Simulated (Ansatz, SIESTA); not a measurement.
**Code comparison for MgV2O4 (P-1, 7 atoms in the cell)**

Self-consistent single point.

```
CELL_PARAMETERS angstrom
      3.06574     0.00000     0.00000
     -0.00945     5.25307     0.00000
     -1.51799    -1.26862     4.90800
ATOMIC_POSITIONS crystal
  Mg 0.00000 0.50000 0.00000
  V  0.76853 0.76420 0.53759
  V  0.23147 0.23580 0.46241
  O  0.84803 0.15094 0.69683
  O  0.15197 0.84906 0.30317
  O  0.37115 0.60682 0.74213
  O  0.62885 0.39318 0.25787
```
Moments meant for the start (each program seeds them in its own way; μB, in the order of the atoms Mg V V O O O O): 0.0 2.0 2.0 0.0 0.0 0.0 0.0.

Shared settings, as Ansatz (a first-principles code) writes them: kpoints.mp_grid.grid = 5 3 3; scf.occupations.method = fermi_dirac; scf.occupations.width = 0.05 eV. Potentials and cutoffs stand in the table.

```json
[
 {"code": "Ansatz", "model": "PBEsol, PAW files made with PBE", "pressure (GPa)": "-15.27", "largest force (eV/Å)": "0.540", "size of the net moment (μB/atom)": "0.57", "cutoff": "default"},
 {"code": "SIESTA", "model": "GGA PBEsol, numerical atomic orbitals DZP, PseudoDojo PBEsol standard norm-conserving potentials (rewritten from UPF to PSML)", "pressure (GPa)": "-13.95", "largest force (eV/Å)": "0.510", "size of the net moment (μB/atom)": "0.57", "cutoff": "grid 350 Ry"}
]
```

Size of the force on each atom (eV/Å): Sizes of forces hide their directions.

| code | Mg1 | V2 | V3 | O4 | O5 | O6 | O7 |
|---|---|---|---|---|---|---|---|
| Ansatz | 0.000 | 0.392 | 0.392 | 0.500 | 0.500 | 0.540 | 0.540 |
| SIESTA | 0.000 | 0.355 | 0.355 | 0.510 | 0.510 | 0.486 | 0.486 |

On Ansatz's run: the magnetic order is the one reached from the typed start; others were not searched systematically.

The spread over the programs that give each value: pressure within 1.32 GPa; largest force within 0.030 eV/Å; size of the net moment within 0.00 μB/atom.

SIESTA uses small atom-centred bases, whose incompleteness enters pressures, forces and empty levels differently from a plane-wave cutoff. Ansatz's pressure is given at a fixed set of plane waves, as the other plane-wave codes print theirs; with its correction for the finite basis it is -14.78 GPa (the shift of 0.49 GPa shows how far the cutoff is from converged).

On the base mesh (4 3 3) the same programs gave: Ansatz pressure -15.29 GPa; SIESTA pressure -13.96 GPa.

The starting cell comes from a database of computed structures (which also holds hypothetical and non-ambient phases and stackings), without a prior relaxation at this level. Its lattice was rescaled by a random factor within 2.5 % of one.

Keys are those of Ansatz 0.2.
